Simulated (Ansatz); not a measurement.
Take SiC in the wurtzite structure (space group P6_3mc, No. 186; a = 3.092 Å, c = 5.074 Å) as the base.

Level of theory: Ansatz (a program for electronic structure) PBE, scalar-relativistic without spin-orbit coupling, earlier PAW set.

For the base:

The electron mass is 0.27 mₑ along c, 0.44 mₑ across (at K). The lattice parameter a comes out as 3.092 Å.

Perturbation: a hydrostatic pressure of 5 GPa.

What happens to the electron mass and lattice parameter a?

The electron mass changes from 0.27 mₑ along c, 0.44 mₑ across (at K) to 0.26 mₑ along c, 0.44 mₑ across (at K); the lattice parameter a falls by 0.023 Å (3.092 Å → 3.069 Å).

The levels and masses belong to the bands next to the band gap. Load acts through the strain it causes; cell and atoms are relaxed under it. Masses are band curvatures over ±0.01 Å⁻¹ around the edge. No phonon test of stability was made. Competing high-pressure phases were not computed.
